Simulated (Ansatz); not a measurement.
Worked example: self-consistent single point of HgPt₃ (Cmm2, 4 atoms in the cell) in Ansatz (an electronic-structure program).

Computed with PBEsol, default PAW files made with PBE (plane waves; Ansatz).

```
HgPt3
1.0
    2.90564    -3.96068     0.00000
    2.90564     3.96068     0.00000
    0.00000     0.00000     2.89696
Hg Pt
1 3
Direct
  0.00000   0.00000   0.01726
  0.50000   0.50000   0.00000
  0.00000   0.50000   0.50000
  0.50000   0.00000   0.50000
```

Reference input (self-consistent single point, DFT, PBEsol, plane waves, default PAW files made with PBE): basis.ecutwfc = 420 eV; kpoints.mp_grid.grid = 7 7 11; hamiltonian.xc = pbesol; hamiltonian.pseudopotentials = {kind: paw} (the program's default PAW files); scf.occupations.method = fermi_dirac; scf.occupations.width = 0.1 eV. This run's input differs from it in these lines:

Ansatz 0.2 input:
```diff
@@ -14,3 +14,3 @@
   mp_grid:
-    grid: [7, 7, 11]
+    grid: [17, 17, 27]
 hamiltonian:
@@ -22,3 +22,3 @@
     method: fermi_dirac
-    width: 0.1 eV
+    width: 0.02 eV
 output:
```

Output (repeated stretches shortened):

```
SCF iter   1: F=—  HF=-50819.406135 eV  |F-HF|=—  |Δ(HF+E_count)|=         —  Δρ=7.75e-3  dr2=3.37e-2  ethr=1.77e-3  ⟨swp⟩=5.9  Hψ=175031  notcnv=0  defer=7
all-band conjugate gradients solve this SCF's bands
preconditioner: auto → Kerker (q_TF=auto, 2.776 Å⁻¹)
SCF iter   2: F=—  HF=-50819.402479 eV  |F-HF|=—  |Δ(HF+E_count)|=   3.66e-3  Δρ=3.92e-3  dr2=9.12e-3  ethr=4.55e-5  ⟨swp⟩=2.0  Hψ=80234  notcnv=0  defer=2316
SCF iter   3: F=—  HF=-50819.400253 eV  |F-HF|=—  |Δ(HF+E_count)|=   2.23e-3  Δρ=5.85e-4  dr2=2.29e-4  ethr=1.23e-5  ⟨swp⟩=2.0  Hψ=78902  notcnv=0  defer=2316
SCF iter   4: F=—  HF=-50819.400228 eV  |F-HF|=—  |Δ(HF+E_count)|=   2.49e-5  Δρ=1.31e-4  dr2=3.07e-5  ethr=3.09e-7  ⟨swp⟩=1.3  Hψ=57783  notcnv=0  defer=2316
SCF iter   5: F=—  HF=-50819.400207 eV  |F-HF|=—  |Δ(HF+E_count)|=   2.08e-5  Δρ=4.37e-5  dr2=1.99e-6  ethr=4.15e-8  ⟨swp⟩=2.4  Hψ=68303  notcnv=0  defer=2316
SCF iter   6: F=-50819.400207 eV  HF=-50819.400207 eV  |F-HF|=2.72e-8  |Δ(HF+E_count)|=   5.00e-7  Δρ=9.82e-6  dr2=5.92e-8  ethr=1.35e-10  ⟨swp⟩=6.9  Hψ=217742  notcnv=0
SCF 1 converged in 6 iterations: F = -50819.400207 eV  dr2 = 5.92e-8
Free energy (F): -50819.400207 eV
Internal energy: -50819.395623 eV  (E = F + TS)
E sigma→0 (E₀):  -50819.397915 eV
Entropy (-TS):   -0.004584 eV (-1.146 meV/atom)
Fermi energy:    20.780223 eV
--- Forces (eV/Å), atoms counted from 1 ---
  atom   1  Hg     0.00000000     0.00000000    -0.17377557
  atom   2  Pt     0.00000000     0.00000000    -0.01729827
  atom   3  Pt     0.00000000     0.00000000     0.09553624
  atom   4  Pt     0.00000000     0.00000000     0.09553624
--- Stress (GPa, compression-positive) ---
       -7.422704       0.000000       0.000000
        0.000000      -8.388871       0.000000
        0.000000       0.000000      -9.634526
  P = ⅓ Tr σ = -8.4820 GPa (-84.820 kbar)
  The stress holds the Pulay correction. Without it, at fixed plane waves, as pw.x and ABINIT print it: P = -8.5355 GPa
```

The run converged in 6 iterations. Against the reference run the free energy rises by 13.7 meV/atom, the pressure goes from -8.27 to -8.48 GPa and the largest force hardly changes (0.173 to 0.174 eV/Å).

The starting cell comes from a database of computed structures (which also holds hypothetical and non-ambient phases and stackings), without a prior relaxation at this level. Its lattice was rescaled by up to half a per cent. One atom was moved a little off its site on purpose. Spin polarisation is off. With a pressure of about -8 GPa the cell is away from its equilibrium volume at this level. Ansatz's pressure includes its estimate of the finite-basis (Pulay) stress.

Cost on one core of a shared machine: roughly 4 min.
